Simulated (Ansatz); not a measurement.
## A computed series for Zr: pressure series

Consider Zr in the hcp (Mg type) structure (space group P6_3/mmc, No. 194).

```yaml
crystal:
  lattice:
    - [3.14556, 0.00000, 0.00000]
    - [-1.57278, 2.72413, 0.00000]
    - [0.00000, 0.00000, 5.08559]
  atoms:
    - { symbol: Zr, position: [0.66667, 0.33333, 0.75000] }
    - { symbol: Zr, position: [0.33333, 0.66667, 0.25000] }
```

Cell and atoms are relaxed at each pressure.

Calculations: LDA (Ansatz, an electronic-structure program, PAW, spin-orbit coupling left out).

```csv
P (GPa),V (Å³/atom)
-2.00,22.232
-1.00,22.007
0.90,21.601
2.10,21.359
4.50,20.906
9.00,20.139
15.00,19.267
22.50,18.329
30.00,17.550
```

Fit a third-order Birch–Murnaghan equation of state.

Least squares on P(V) = (3B₀/2)[(V₀/V)^(7/3) − (V₀/V)^(5/3)]·[1 + (3/4)(B₀′ − 4)((V₀/V)^(2/3) − 1)] gives V₀ = 21.79 Å³/atom, B₀ = 102 GPa and B₀′ = 3.0.

Load acts through the strain it causes; cell and atoms are relaxed under it. Stability against distortions was not tested. The final runs are not spin-polarised. Measured, Zr leaves this structure (for the ω phase) near 3 GPa (temperature not stated; as listed in C. Cazorla, D. Alfè, M. J. Gillan, Physical Review B (2008)).
